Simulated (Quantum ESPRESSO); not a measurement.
## How a calculation on Mo2H2O7 (P2_1/m, 22 atoms in the cell) responds to its settings

```
Mo2H2O7
1.0
    7.51952     0.00000     0.00000
    0.00000     3.78006     0.00000
   -2.52094     0.00000     9.30001
H Mo O
4 4 14
Direct
  0.33125   0.25000   0.74202
  0.66875   0.75000   0.25798
  0.38602   0.25000   0.29173
  0.61398   0.75000   0.70827
  0.18342   0.75000   0.97283
  0.81658   0.25000   0.02717
  0.16005   0.25000   0.44138
  0.83995   0.75000   0.55862
  0.29386   0.25000   0.63708
  0.70614   0.75000   0.36292
  0.35051   0.75000   0.87923
  0.64949   0.25000   0.12077
  0.09968   0.25000   0.96356
  0.90032   0.75000   0.03644
  0.31556   0.75000   0.14937
  0.68444   0.25000   0.85063
  0.09657   0.75000   0.46684
  0.90343   0.25000   0.53316
  0.97282   0.75000   0.74112
  0.02718   0.25000   0.25888
  0.38467   0.25000   0.39367
  0.61533   0.75000   0.60633
```

Base run A: PBEsol, GBRV 1.5 ultrasoft (PBESOL) pseudopotentials (Quantum ESPRESSO 7.5), self-consistent single point.

Its settings: ecutwfc = 40 Ry; ecutrho = 320 Ry; occupations = fixed; potentials = {H: h_pbesol_v1.4.uspp.F.UPF, Mo: mo_pbesol_v1.uspp.F.UPF, O: o_pbesol_v1.2.uspp.F.UPF}; K_POINTS = automatic 3 6 3 0 0 0; nbnd = 78; conv_thr = 1e-10 Ry; mixing_beta = 0.7.

The starting cell comes from a database of computed structures (which also holds hypothetical and non-ambient phases and stackings), without a prior relaxation at this level. In the base run, with a pressure of about -8 GPa the cell is away from its equilibrium volume at this level. In the base run, forces exceed 1 eV/Å.

ΔF is the free energy per atom less that of run A. 

Run A gave: pressure (GPa) -8.36; largest force (eV/Å) 1.442; gap on the mesh (eV) 1.942.

Runs:
- B: lattice scaled by 0.97
- C: lattice scaled by 0.97; ecutwfc: 40 Ry → 24 Ry; ecutrho: 320 Ry → 192 Ry
- D: lattice scaled by 0.985
- E: lattice scaled by 0.985; ecutwfc: 40 Ry → 24 Ry; ecutrho: 320 Ry → 192 Ry
- F: lattice scaled by 1.015
- G: lattice scaled by 1.015; ecutwfc: 40 Ry → 24 Ry; ecutrho: 320 Ry → 192 Ry
- H: lattice scaled by 1.03; ecutwfc: 40 Ry → 24 Ry; ecutrho: 320 Ry → 192 Ry
- I: ecutwfc: 40 Ry → 24 Ry; ecutrho: 320 Ry → 192 Ry

Problem. What does run G change against A?

Solution. The free energy goes up by 678 meV/atom, the pressure goes from -8.36 to -53.44 GPa, the largest force goes from 1.442 to 2.405 eV/Å and the gap on the mesh goes from 1.942 to 1.739 eV.

Problem. What does run E change against A?

Solution. The free energy goes up by 626 meV/atom, the pressure goes from -8.36 to -43.07 GPa, the largest force goes from 1.442 to 1.283 eV/Å and the gap on the mesh goes from 1.942 to 2.099 eV.

Problem. What does run B change against A?

Solution. The free energy falls by 1.1 meV/atom, the pressure goes from -8.36 to 9.16 GPa, the largest force goes from 1.442 to 2.137 eV/Å and the gap on the mesh goes from 1.942 to 2.330 eV.

| run | ΔF (meV/atom) | pressure (GPa) | largest force (eV/Å) | gap on the mesh (eV) |
|---|---|---|---|---|
| A | 0.00 | -8.36 | 1.442 | 1.942 |
| B | -1.08 | 9.16 | 2.137 | 2.330 |
| C | 639.6 | -35.30 | 2.046 | 2.313 |
| D | -14.9 | -0.53 | 1.340 | 2.130 |
| E | 626.3 | -43.07 | 1.283 | 2.099 |
| F | 39.4 | -14.62 | 2.595 | 1.764 |
| G | 677.6 | -53.44 | 2.405 | 1.739 |
| H | 737.2 | -56.70 | 3.417 | 1.575 |
| I | 638.6 | -48.94 | 1.289 | 1.914 |
